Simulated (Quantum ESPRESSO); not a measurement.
Quantum ESPRESSO run on YMgAu (P-62m, 9 atoms in the cell): relaxation of the atoms.

Method of the run: PBEsol, GBRV 1.5 ultrasoft (PBESOL) pseudopotentials (plane waves; Quantum ESPRESSO).

This input was run:

```fortran
&control
 calculation = 'relax',
 prefix = 'YMgAu',
 outdir = './work',
 pseudo_dir = './',
/
&system
 ibrav = 0,
 nat = 9,
 ntyp = 3,
 ecutwfc = 40,
 ecutrho = 320,
 occupations = 'smearing',
 smearing = 'fd',
 degauss = 0.0073499,
/
&electrons
 conv_thr = 1.0d-9,
 mixing_beta = 0.5,
/
&ions
/
ATOMIC_SPECIES
Y     88.9058  y_pbesol_v1.4.uspp.F.UPF
Mg    24.3050  mg_pbesol_v1.4.uspp.F.UPF
Au   196.9666  au_pbesol_v1.uspp.F.UPF
CELL_PARAMETERS angstrom
   7.5754997423     0.0000000000     0.0000000000
  -3.7877498711     6.5605752232     0.0000000000
   0.0000000000     0.0000000000     4.0941300000
ATOMIC_POSITIONS angstrom
Y     4.4552271534    0.0000000000    0.0000000000
Y     1.5601362944    2.7022353287    0.0000000000
Y    -2.2276135767    3.8583398945    0.0000000000
Mg    1.8590276368    0.0000000000    2.0470650000
Mg    2.8582360528    4.9506100634    2.0470650000
Mg   -0.9295138184    1.6099651598    2.0470650000
Au    0.0000000000    4.3737168155    2.0470650000
Au    3.7877498711    2.1868584077    2.0470650000
Au    0.0000000000    0.0000000000    0.0000000000
K_POINTS automatic
3 3 5  0 0 0
```

Output (repeated stretches shortened):

```
     Self-consistent Calculation

     iteration #  1     ecut=    40.00 Ry     beta= 0.50

     total energy              =    -997.36038985 Ry
     estimated scf accuracy    <       1.53326263 Ry

     iteration #  2     ecut=    40.00 Ry     beta= 0.50

     total energy              =    -997.87481427 Ry
     estimated scf accuracy    <       1.10895917 Ry

     iteration #  3     ecut=    40.00 Ry     beta= 0.50

     total energy              =    -998.01219940 Ry
     estimated scf accuracy    <       0.06084138 Ry

   [... 8 blocks of this kind left out ...]

     iteration # 12     ecut=    40.00 Ry     beta= 0.50

     total energy              =    -998.03600837 Ry
     estimated scf accuracy    <       0.00000001 Ry

     iteration # 13     ecut=    40.00 Ry     beta= 0.50
     End of self-consistent calculation

     the Fermi energy is    10.3768 ev

!    total energy              =    -998.03600837 Ry
     estimated scf accuracy    <          6.2E-10 Ry
     smearing contrib. (-TS)   =      -0.01800632 Ry
     internal energy E=F+TS    =    -998.01800205 Ry

     convergence has been achieved in  13 iterations

     Forces acting on atoms (cartesian axes, Ry/au):

     atom    1 type  1   force =     0.00280377   -0.00000000    0.00000000
     atom    2 type  1   force =    -0.00140189   -0.00242814    0.00000000
     atom    3 type  1   force =    -0.00140189    0.00242814    0.00000000
     atom    4 type  2   force =     0.00053567   -0.00000000    0.00000000
     atom    5 type  2   force =    -0.00026784   -0.00046390    0.00000000
   [... lines left out ...]
     Total force =     0.004944     Total SCF correction =     0.000033
     the Fermi energy is    10.3768 ev
!    total energy              =    -998.03615914 Ry
     Total force =     0.001426     Total SCF correction =     0.000004
     bfgs converged in   6 scf cycles and   5 bfgs steps
     Final energy             =    -998.0361591431 Ry
   [... lines left out ...]
Mg               2.8561281023        4.9469589861        2.0470650000
Mg              -0.9316217689        1.6136162371        2.0470650000
Au               0.0000000000        4.3737168155        2.0470650000
Au               3.7877498711        2.1868584077        2.0470650000
Au              -0.0000000000       -0.0000000000        0.0000000000
End final coordinates

   JOB DONE.
```

The run converged.  The full log also holds: “WARNING: bfgs curvature condition failed, Theta= 0.868”.

Summary of the result:
```
Property                                       Value
------------------------------------  --------------
Free energy E − TS                    -13578.9737 eV
Fermi level (on the code's own zero)        10.38 eV
Largest force (vector length)             0.018 eV/Å
Relaxation steps                                   5
```

The starting cell comes from a database of computed structures (which also holds hypothetical and non-ambient phases and stackings), without a prior relaxation at this level. The relaxation keeps the symmetry of its start, so its end need not be a minimum.

Cost on one core of a shared machine: roughly 10 min.
